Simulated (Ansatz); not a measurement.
The reference is HfN in the rock salt structure (space group Fm-3m, No. 225; a = 4.5257 Å; relaxed with 0.1 eV smearing). Axes: x, y, z lie along the cube axes.

Method: r2SCAN (Ansatz, an electronic-structure program, PAW, no SOC).

Strains are applied to the cell and any free atomic positions relax; under biaxial strain the out-of-plane vector relaxes too.

One change was made to it. Results:

```tsv
quantity	base	after
energy relative to the base (free energy F)	0 meV/atom	+1.3 meV/atom
pressure (mean of the normal stresses, compression positive)	0.0 GPa	2.3 GPa
```

Problem. Name the change that was made.
(A) biaxial strain −0.50 %, plane normal [001], relaxed out of plane
(B) biaxial strain −2.50 %, plane normal [001], relaxed out of plane
(C) biaxial strain −1.50 %, plane normal [001], relaxed out of plane
(D) biaxial strain −3.00 %, plane normal [001], relaxed out of plane

Solution. A, biaxial strain −0.50 %, plane normal [001], relaxed out of plane. For comparison, the energy relative to the base in the other runs: biaxial strain −3.00 %, plane normal [001], relaxed out of plane gives +50 meV/atom; biaxial strain −2.50 %, plane normal [001], relaxed out of plane gives +34 meV/atom; biaxial strain −1.50 %, plane normal [001], relaxed out of plane gives +12 meV/atom.

Stability against distortions was not tested. The final runs are not spin-polarised. An odd electron count without spin: HfN.
